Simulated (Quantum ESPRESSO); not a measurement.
# Quick settings and what they miss: Li3YBi2 (P-3m1, 6 atoms in the cell)

Self-consistent single point.

```yaml
crystal:
  lattice:
    - [4.65470, 0.00000, 0.00000]
    - [-2.32735, 4.03109, 0.00000]
    - [0.00000, 0.00000, 7.35069]
  atoms:
    - { symbol: Li, position: [0.66667, 0.33333, 0.35094] }
    - { symbol: Li, position: [0.33333, 0.66667, 0.64906] }
    - { symbol: Li, position: [0.00000, 0.00000, 0.50000] }
    - { symbol: Y, position: [0.00000, 0.00000, 0.00000] }
    - { symbol: Bi, position: [0.66667, 0.33333, 0.75259] }
    - { symbol: Bi, position: [0.33333, 0.66667, 0.24741] }
```

Level of theory: LDA (PW92), PseudoDojo standard norm-conserving (LDA) pseudopotentials (plane waves; Quantum ESPRESSO 7.5).

Base settings: ecutwfc = 75 Ry; occupations = smearing; smearing = marzari-vanderbilt; degauss = 0.0147 Ry; potentials = {Li: Li.upf, Y: Y.upf, Bi: Bi.upf}; K_POINTS = automatic 6 6 3 0 0 0; conv_thr = 1e-10 Ry.

Tight run (finer mesh or higher cutoff; not a proven limit): ecutwfc: 75 Ry → 105 Ry; conv_thr: 1e-10 Ry → 7.3e-11 Ry; K_POINTS: automatic 6 6 3 0 0 0 → automatic 9 9 5 0 0 0. It gave Fermi level (on the code's own zero) 8.24 eV; pressure -3.42 GPa; largest force (vector length) 0.131 eV/Å.

Quick runs, as changes from the base:
- A: the base itself
- B: ecutwfc: 75 Ry → 52 Ry; K_POINTS: automatic 6 6 3 0 0 0 → automatic 4 4 4 0 0 0; potentials: PseudoDojo standard norm-conserving (PBESOL) [PBEsol]
- C: ecutwfc: 75 Ry → 60 Ry; K_POINTS: automatic 6 6 3 0 0 0 → automatic 6 6 6 0 0 0
- D: ecutwfc: 75 Ry → 45 Ry; degauss: 0.0147 Ry → 0.036749 Ry; K_POINTS: automatic 6 6 3 0 0 0 → automatic 3 3 3 1 1 1

Energies are extrapolated to zero smearing width, which holds to low order in the width alone (under cold and Methfessel-Paxton smearing the free energy itself is taken).

Dashes: energy of B, another energy zero; time of D, under 30 s.

† marks runs with another functional, U, potentials or spin treatment: their distance from the tight run is not a convergence error alone.

The count of work is k-points × plane waves × bands × iterations; it is no time. Core times come from one kind of shared machine and are given to one figure; runs under 30 s give none.

The starting cell comes from a database of computed structures (which also holds hypothetical and non-ambient phases and stackings), without a prior relaxation at this level. Its lattice was rescaled by a random factor within 2.5 % of one. In the base run, with a pressure of about -3 GPa the cell is away from its equilibrium volume at this level.

| run | energy less tight (meV/atom) | pressure less tight (GPa) | largest miss in a force vector (eV/Å) | count of work / tight | core time / tight (rough) |
|---|---|---|---|---|---|
| A | 3.1 | 0.02 | 0.011 | 0.20 | 0.2 |
| B† | – | -3.34 | 0.029 | 0.083 | 0.2 |
| C | 14.0 | -0.83 | 0.005 | 0.29 | 0.4 |
| D | 403.0 | -18.59 | 0.008 | 0.061 | – |

Among the runs at the tight run's level, the energy misses run from 3.1 to 403.0 meV/atom.

Left out of this page: 2 runs of the series outside the window shown, repeating another row's setting, or not comparable.
